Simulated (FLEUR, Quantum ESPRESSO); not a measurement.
A FLEUR input for a self-consistent single point of NiN (P6_3mc, 4 atoms in the cell) (DFT, LDA (Perdew-Zunger), all-electron FLAPW (FLEUR), scalar-relativistic valence):

Input of the input generator:

```
scf NiN
&input film=f /
5.7324274182 0.0000000207 0.0000000000
-2.8662137270 4.9644277592 0.0000000000
0.0000000000 0.0000000000 9.5817807259
1.0
1.0 1.0 1.0

4
28 0.3333333333 0.6666666667 0.3730500000
28 0.6666666667 0.3333333333 0.8730500000
7 0.3333333333 0.6666666667 0.0019600000
7 0.6666666667 0.3333333333 0.5019600000

&comp jspins=1 /
&exco xctyp='pz' /
&kpt div1=16 div2=16 div3=9 gamma=t /
&end /
```

```xml
<?xml version="1.0" encoding="UTF-8" standalone="no"?>
<fleurInput fleurInputVersion="0.39">
   <comment>
      scf NiN                                                                                             
   </comment>
   <calculationSetup>
      <cutoffs Kmax="4.7" Gmax="14.1" GmaxXC="14.1" numbands="0"/>
      <scfLoop itmax="100" minDistance="0.00001" maxIterBroyd="40" imix="Anderson" alpha="0.05" precondParam="0.0" spinf="2.0"/>
      <coreElectrons ctail="T" frcor="F" kcrel="0" coretail_lmax="0"/>
      <xcFunctional name="pz" relativisticCorrections="F"/>
      <magnetism jspins="1"/>
      <soc l_soc="F" theta="0.0" phi="0.0" spav="F"/>
      <expertModes spex="0" secvar="F"/>
      <geometryOptimization l_f="T" forcealpha="1.0" forcemix="BFGS" epsdisp="0.00001" epsforce="0.00001"/>
      <ldaU l_linMix="F" mixParam="0.05" spinf="1.0"/>
   </calculationSetup>
   <cell>
      <bzIntegration valenceElectrons="42.0" mode="hist" fermiSmearingEnergy="0.00367493">
         <kPointListSelection listName="default-1"/>
         <!-- k-points included here -->
         <xi:include xmlns:xi="http://www.w3.org/2001/XInclude" href="kpts.xml"> </xi:include>
      </bzIntegration>
      <!-- symmetry operations included here -->
      <xi:include xmlns:xi="http://www.w3.org/2001/XInclude" href="sym.xml"> </xi:include>
      <bulkLattice scale="1.0">
         <bravaisMatrix>
            <row-1>    5.7324274182000003     0.0000000207000000     0.0000000000000000</row-1>
            <row-2>   -2.8662137269999999     4.9644277592000003     0.0000000000000000</row-2>
            <row-3>    0.0000000000000000     0.0000000000000000     9.5817807258999999</row-3>
         </bravaisMatrix>
      </bulkLattice>
   </cell>
   <atomSpecies>
      <species name="Nickel (Ni)" element="Ni" atomicNumber="28">
         <mtSphere radius="2.11" gridPoints="727" logIncrement="0.017"/>
         <atomicCutoffs lmax="8" lnonsphr="6"/>
         <electronConfig flipSpins="F">
            <coreConfig>(1s1/2) (2s1/2) (2p1/2) (2p3/2) (3s1/2)</coreConfig>
            <valenceConfig>(3p1/2) (3p3/2) (4s1/2) (3d3/2) (3d5/2)</valenceConfig>
            <stateOccupation state="(3d3/2)" spinUp="1.6" spinDown="1.6"/>
            <stateOccupation state="(3d5/2)" spinUp="2.4" spinDown="2.4"/>
         </electronConfig>
         <energyParameters s="4" p="4" d="3" f="4"/>
         <lo type="SCLO" l="1" n="3" eDeriv="0"/>
      </species>
      <species name="Nitrogen (N)" element="N" atomicNumber="7">
         <mtSphere radius="1.19" gridPoints="411" logIncrement="0.025"/>
         <atomicCutoffs lmax="6" lnonsphr="4"/>
         <electronConfig flipSpins="F">
            <coreConfig>(1s1/2)</coreConfig>
            <valenceConfig>(2s1/2) (2p1/2) (2p3/2)</valenceConfig>
            <stateOccupation state="(2p1/2)" spinUp="0.5" spinDown="0.5"/>
            <stateOccupation state="(2p3/2)" spinUp="1.0" spinDown="1.0"/>
         </electronConfig>
         <energyParameters s="2" p="2" d="3" f="4"/>
      </species>
   </atomSpecies>
   <atomGroups>
      <atomGroup species="Nickel (Ni)">
         <relPos label="                   1">1.000/3.000 -1.000/3.000 .3730500000</relPos>
         <relPos label="                   2">-1.000/3.000 1.000/3.000 -.1269500000</relPos>
         <force calculate="T" relaxXYZ="TTT"/>
      </atomGroup>
      <atomGroup species="Nitrogen (N)">
         <relPos label="                   3">1.000/3.000 -1.000/3.000 .0019600000</relPos>
         <relPos label="                   4">-1.000/3.000 1.000/3.000 -.4980400000</relPos>
         <force calculate="T" relaxXYZ="TTT"/>
      </atomGroup>
   </atomGroups>
   <output dos="F" band="F" slice="F">
      <checks vchk="F" cdinf="F"/>
      <bandDOS minEnergy="-.5*Htr" maxEnergy="0.5*Htr" sigma="0.015" storeEVData="T"/>
      <vacuumDOS vacdos="F" integ="F" star="F" nstars="0" locx1="0.0" locy1="0.0" locx2="0.0" locy2="0.0" nstm="0" tworkf="0.0"/>
      <unfoldingBand unfoldBand="F" supercellX="1" supercellY="1" supercellZ="1"/>
      <plotting iplot="0" polar="F">
         <plot TwoD="T" vec1="  1.0  0.0  0.0" vec2="  0.0  1.0  0.0" vec3="  0.0  0.0  1.0" zero="  0.0  0.0  0.0" file="plot"/>
      </plotting>
      <chargeDensitySlicing numkpt="0" minEigenval="0.0" maxEigenval="0.0" nnne="0" pallst="F"/>
      <specialOutput eonly="F"/>
      <magneticCircularDichroism mcd="F" energyLo="-10.0" energyUp="0.0"/>
   </output>
  <!-- We include the file relax.xml here to enable relaxations (see documentation) -->
  <xi:include xmlns:xi="http://www.w3.org/2001/XInclude" href="relax.xml"> <xi:fallback/> </xi:include>
</fleurInput>
```

**Question.** Give the Quantum ESPRESSO input for the same structure, mesh, smearing and functional.

**Answer.** One input that does it (others would too):

```fortran
&CONTROL
    calculation = 'scf'
    prefix = 'NiN'
    outdir = './tmp'
    pseudo_dir = './'
    tprnfor = .true.
    tstress = .true.
/
&SYSTEM
    ibrav = 4
    celldm(1) = 5.732427418
    celldm(3) = 1.67150493618
    nat = 4
    ntyp = 2
    ecutwfc = 50
    ecutrho = 400
    occupations = 'smearing'
    smearing = 'fd'
    degauss = 0.0073499
/
&ELECTRONS
    conv_thr = 1.0d-10
/
ATOMIC_SPECIES
Ni    58.6934  ni_lda_v1.4.uspp.F.UPF
N     14.0070  n_lda_v1.2.uspp.F.UPF
ATOMIC_POSITIONS {crystal}
Ni    0.333333333    0.666666667    0.373050000
Ni    0.666666667    0.333333333    0.873050000
N     0.333333333    0.666666667    0.001960000
N     0.666666667    0.333333333    0.501960000
K_POINTS {automatic}
16 16 9  0 0 0
```

Basis, cutoffs, solver keys and any potentials are the target program's own. This input uses DFT, LDA (PZ), plane waves, GBRV 1.5 ultrasoft (LDA) pseudopotentials. LDA parametrisations can differ slightly between programs.

The starting cell comes from a database of computed structures (which also holds hypothetical and non-ambient phases and stackings), without a prior relaxation at this level.
